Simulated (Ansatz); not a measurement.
**Response to strain in ZrN**

The reference is ZrN in the rock salt structure (space group Fm-3m, No. 225; a = 4.5531 Å; relaxed with 0.1 eV smearing). Axes: x, y, z lie along the cube axes.

Strains are applied to the cell and any free atomic positions relax; under biaxial strain the out-of-plane vector relaxes too.

Level of theory: PBEsol in Ansatz (plane waves to 420 eV, PAW, without spin-orbit coupling), earlier PAW set.

Notes on the quantities. energy relative to the base: free energy F; pressure: mean of the normal stresses, compression positive.

```csv
case,energy relative to the base,shortest interatomic distance,pressure
base,0 meV/atom,2.277 Å,0.0 GPa
"biaxial strain +0.84 %, plane normal [001], relaxed out of plane",+3.3 meV/atom,2.269 Å,-3.5 GPa
isotropic strain −4.79 %,+0.240 eV/atom,2.168 Å,54.1 GPa
isotropic strain +1.47 %,…,2.310 Å,…
isotropic strain +2.01 %,+34 meV/atom,2.322 Å,-14.1 GPa
uniaxial strain ε_xx = +0.51 %,+0.5 meV/atom,2.277 Å,-1.3 GPa
uniaxial strain ε_yy = +2.16 %,+9.2 meV/atom,2.277 Å,-5.2 GPa
uniaxial strain ε_zz = +4.32 %,+34 meV/atom,2.277 Å,-9.4 GPa
tensor shear ε_xz = −0.67 %,+0.8 meV/atom,2.277 Å,0.0 GPa
```

Task: What belongs in the blanks?

Result: 
- isotropic strain +1.47 %, energy relative to the base: +18 meV/atom
- isotropic strain +1.47 %, pressure: -10.7 GPa

Whether these cells are dynamically stable was not tested. The final runs are not spin-polarised. An odd electron count without spin: ZrN.

Ansatz is a first-principles code.
